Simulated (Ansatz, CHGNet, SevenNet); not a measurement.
# Lattice parameter c of ZnSnO3 (R3c, No. 161, 10 atoms in the cell; start mp-13334) at several levels of theory

No measured value is used here.

```
level (code)         value (Å)
-------------------  ---------
CHGNet 0.3.0            14.231
SevenNet-0              14.227
SevenNet-l3i5           14.242
LDA (Ansatz)               [?]
PBE (Ansatz)               [?]
PBEsol (Ansatz)         14.012
PBE-D3(BJ) (Ansatz)     14.085
PBE-D4 (Ansatz)         14.074
```

**Question.** Fill in the missing entries.

**Answer.** 
- LDA (Ansatz, a first-principles code), value (Å): 13.864
- PBE (Ansatz), value (Å): 14.211

CHGNet 0.3.0, SevenNet-0, SevenNet-l3i5, LDA, PBE, PBEsol, PBE-D3(BJ), PBE-D4: the relaxation could not lower the start's symmetry, so the cell can be a saddle point above a distorted one. Ansatz's density-functional and Hartree–Fock values are scalar-relativistic unless marked +SOC, with PAW data made under PBE.

Machine-learned potentials (CHGNet 0.3.0, SevenNet-0, SevenNet-l3i5) are trained on DFT data: a solid inside that data is no test of them.

A start named mp-… is a Materials Project structure, which need not be a measured phase.
